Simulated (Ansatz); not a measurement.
# How far to go with the plane-wave cutoff: Cu2HgGeSe4 (Fmm2, 8 atoms in the cell)

```
Cu2HgGeSe4
1.0
   -2.92178     2.92178     5.58626
    2.92178    -2.92178     5.58626
    2.92178     2.92178    -5.58626
Cu Ge Hg Se
2 1 1 4
Direct
  0.75000   0.25000   0.50000
  0.25000   0.75000   0.50000
  0.50448   0.50448   0.00000
  0.00000   0.00000   0.00000
  0.40778   0.40778   0.54058
  0.59222   0.13280   0.00000
  0.86720   0.86720   0.45942
  0.13280   0.59222   0.00000
```

Computed with PBEsol, default PAW files made with PBE (plane waves; Ansatz, an electronic-structure program).

Base settings: basis.ecutwfc = 30.9 Ry; kpoints.mp_grid.grid = 3 3 3; hamiltonian.xc = pbesol; hamiltonian.pseudopotentials = {kind: paw} (the program's default PAW files); scf.occupations.method = gaussian; scf.occupations.width = 0.0073 Ry.

The second cell is the first with its lattice scaled by 0.98.

The mesh stays at the base's, so the ladder's end is converged at best in this setting alone.

The first pressure column holds Ansatz's estimate of the finite-basis (Pulay) stress, which hides part of the cutoff error; the other is without it.

Only quantities that move along the ladder and can be compared are tabulated.

The count of work is k-points × plane waves × bands × iterations; it is no time. 

The starting cell comes from a database of computed structures (which also holds hypothetical and non-ambient phases and stackings), without a prior relaxation at this level. Its lattice was rescaled by up to half a per cent. One atom was moved a little off its site on purpose. Spin polarisation is off. The run gives no clean gap (levels at the Fermi energy touch, overlap or are partly filled at this smearing), which alone does not show that the compound is a metal. Without a gap this mesh is coarse (it stands for a supercell whose shortest vector is 18 Å).

Steps (basis.ecutwfc): 10.7 Ry; 12.5 Ry; 14 Ry; 15.4 Ry; 16.9 Ry; 18.4 Ry; 21.7 Ry; 24.6 Ry; 27.9 Ry; 30.9 Ry; 33.8 Ry; 37.1 Ry; 41.5 Ry; 46.3 Ry; 54 Ry; 61.7 Ry; 74.2 Ry.

**Question.** What is the coarsest basis.ecutwfc that holds the forces within 0.005 eV/Å of the last step, with all finer ones?

**Answer.** 27.9 Ry, at 0.26 of the last step's count of work; the step before is off by 0.009 eV/Å.

**Question.** What is the coarsest basis.ecutwfc that holds the pressure within 1 GPa of the last step, with all finer ones?

**Answer.** 18.4 Ry, at 0.15 of the last step's count of work; the step before is off by 1.2 GPa.

**Question.** What is the coarsest basis.ecutwfc that holds the free energy within 2 meV/atom of the last step, with all finer ones?

**Answer.** 30.9 Ry, at 0.30 of the last step's count of work; the step before is off by 2.5 meV/atom.

```tsv
basis.ecutwfc	free energy less the last step's (meV/atom)	energy of the compressed cell less the first (meV/atom)	pressure (GPa)	pressure without the Pulay estimate (GPa)	largest difference of a force vector from the last step's (eV/Å)	count of work / last
10.7 Ry	49743.11	518.87	-2.60	-1128.23	2.701	0.075
12.5 Ry	21373.09	24.66	0.08	-558.00	0.943	0.099
14 Ry	10526.77	166.57	-0.55	-314.78	0.919	0.11
15.4 Ry	5313.78	28.56	-2.28	-183.32	0.568	0.13
16.9 Ry	2496.29	9.76	-1.47	-101.57	0.158	0.14
18.4 Ry	1102.36	-3.23	-2.38	-53.91	0.089	0.15
21.7 Ry	142.72	-6.92	-2.61	-12.02	0.029	0.20
24.6 Ry	17.10	-8.03	-2.59	-4.06	0.009	0.22
27.9 Ry	2.49	-7.59	-2.64	-2.71	0.000	0.26
30.9 Ry	1.66	-7.63	-2.64	-2.67	0.001	0.30
33.8 Ry	0.93	-7.62	-2.64	-2.68	0.000	0.35
37.1 Ry	0.42	-7.63	-2.64	-2.66	0.000	0.40
41.5 Ry	0.20	-7.63	-2.64	-2.65	0.000	0.42
46.3 Ry	0.11	-7.64	-2.64	-2.65	0.000	0.49
54 Ry	0.05	-7.65	-2.65	-2.65	0.000	0.62
61.7 Ry	0.02	-7.65	-2.65	-2.65	0.000	0.77
74.2 Ry	0.00	-7.65	-2.65	-2.65	0.000	1.0
```

The energy difference between the two cells stays within 1 meV/atom of the last step's from 21.7 Ry on, the total only from 33.8 Ry on: much of the error is common to both cells and cancels.

At the lowest cutoff the pressure without the Pulay estimate lies 1130 GPa under the last step's, the usual sign of Pulay stress in an incomplete plane-wave basis.

Keys are those of Ansatz 0.2.
